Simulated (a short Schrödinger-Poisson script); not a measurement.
Stack: MOS inversion layer, SiO2 on p-type Si(100), at 300 K.

| layer | material | thickness (nm) | Na (cm⁻³) |
|---|---|---|---|
| 1 | SiO2 | 2.8 | - |
| 2 | Si | 760 | 3.2e17 |

Constants are typed, rounded textbook-type inputs, not results; the design itself was drawn at random and stands for no fabricated device. SiO2: permittivity 3.9, conduction-band edge (eV) 3.15, gap (eV) 9, electron mass (mₑ) 0.5. Si: permittivity 11.7, conduction-band edge (eV) 0, gap (eV) 1.124, Nv at 300 K (cm⁻³) 3.1e19.

Channel valleys (confinement mass, in-plane density-of-states mass, number): Δ2 0.916, 0.19, 2; Δ4 0.19, 0.417, 4. At the gate the conduction-band edge of layer 1 lies 3.24 eV − eVg above the Fermi level of the channel; the field vanishes at the back. Gaps are held at their typed values at every temperature. Mesh 0.03 nm at interfaces.

Solved with a short Schrödinger-Poisson script written for these runs: 1D Poisson equation in equilibrium, electrons quantum, Hartree (BenDaniel-Duke, 12 states a valley, the channel's in-plane mass for all, wave functions free to enter the dielectric), parabolic valleys, classical holes, full ionisation, no traps, pinning or gate leakage.

The same stack at other levels of the model or other numerical settings:

```
run                                          sheet density of all electrons at Vg = 1.8 V (cm⁻²)  sheet density of all electrons at Vg = 0.6 V (cm⁻²)  capacitance at Vg = 1.8 V (μF/cm²)  centroid of the channel electrons at Vg = 1.8 V (nm)  rough cost against the base
-------------------------------------------  ---------------------------------------------------  ---------------------------------------------------  ----------------------------------  ----------------------------------------------------  ---------------------------
base                                                                                     9.26e12                                              1.40e12                                1.09                                                  1.42                      about 1
electrons treated as classical, Boltzmann                                                1.06e13                                              1.88e12                                1.19                                                  0.43                         0.03
electrons treated as classical, Fermi-Dirac                                              1.02e13                                              1.85e12                                1.15                                                  0.61                          0.2
mesh six times as coarse                                                                 9.24e12                                              1.40e12                                1.09                                                  1.43                          0.2
one subband a valley                                                                     9.25e12                                              1.39e12                                1.09                                                  1.39                          0.4
```

The classical rows ignore confinement, and Boltzmann statistics overrate the density once the band edge passes the Fermi level.
